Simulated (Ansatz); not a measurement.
A computed series for SiC: response to strain

The reference is SiC in the wurtzite structure (space group P6_3mc, No. 186; a = 3.092 Å, c = 5.074 Å).

Strains are applied to the cell and any free atomic positions relax.

Calculations: PBE in Ansatz (plane waves to 420 eV, PAW, without spin-orbit coupling).

Notes on the quantities. pressure: mean of the normal stresses, compression positive.

| isotropic strain (%) | pressure (GPa) |
|---|---|
| -3 | 23.3 |
| -2.4 | 17.9 |
| -1.8 | 12.9 |
| -1.2 | ? |
| -0.6 | 4.0 |
| 0 | 0.0 |

Task: Fit P = P₀ − Bδ + Cδ² with δ = (1 + ε)³ − 1 to the rows shown and predict the withheld row.

Result: Least squares on the printed values gives P₀ = 0.0 GPa, B = 207 GPa (at held cell shape), C = 678 GPa (largest residual 0.1 GPa); this predicts 8.3 GPa, and the run gives 8.3 GPa, in agreement.

Stability against distortions was not tested.

Ansatz is a first-principles code.
